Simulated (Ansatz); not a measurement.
BAs (model structure, P6₂22, No. 180, 6 atoms in the cell): properties by level of theory

```tsv
level (code)	lattice parameter a (Å)	c axis length (Å)	cohesive energy (eV/atom)
PBE (Ansatz)	3.459	7.482	4.19
PBEsol (Ansatz)	3.429	7.403	4.67
r²SCAN (Ansatz)	3.447	7.460	4.14
```

Ansatz's density-functional and Hartree–Fock values are scalar-relativistic unless marked +SOC, with PAW data made under PBE.

Free atoms are spin-polarised, in the lowest state found; at levels without +SOC their spin–orbit coupling is left out.

Computed values are for the static lattice.

A model structure was made by putting elements into a prototype or built by hand; it is no filed structure, need not be a known phase, and can be a saddle point held by its symmetry.

Ansatz is a quantum-chemistry and plane-wave program.
